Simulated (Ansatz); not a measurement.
# Hypothetical R3m CsPbBr3 under a change: electrons 3.0×10^21 cm⁻³

The parent structure is CsPbBr3 (space group R3m, No. 160; a = 8.474 Å, c = 10.462 Å (hexagonal axes); a hypothetical phase, not in the database extracts checked).

It is then changed as follows: 0.651 electrons added to each cell, a density of 3.0×10^21 cm⁻³, with a uniform compensating background at fixed cell and a 300 K Fermi–Dirac width.

The values are results of PBE/PAW in Ansatz (a program for electronic structure), scalar-relativistic without spin-orbit coupling, not measurements. Settings: 8×8×8 k-points, 0.0259 eV Fermi–Dirac smearing.

```tsv
quantity	base	changed	shift
gap between the host's bands	1.81 eV	1.93 eV	+0.12 eV
gap character	direct at T	direct at T	–
largest internal atomic displacement	–	0.220 Å	–
Fermi level relative to the doped band's edge (positive inside the band; to 0.05 eV)	–	+0.65 eV	–
```

Final structure:

```xyz
5
Lattice="4.2371 2.4463 3.4874 -4.2371 2.4463 3.4874 0.0000 -4.8926 3.4874" Properties=species:S:1:pos:R:3 pbc="T T T"
Cs     0.0000     0.0000     0.3496
Pb     0.0000     0.0000     5.1000
Br     0.0000    -2.5088     6.7484
Br     2.1726     1.2544     6.7484
Br    -2.1726     1.2544     6.7484
```
Cell charge -0.650668.

Carriers are added with a uniform compensating background; total energy and stress of such cells depend on the potential's zero and are not compared; many-body gap narrowing is missing at this level. Spin-orbit coupling, missing from the scalar runs, can matter with Pb. Stability against distortions was not tested.
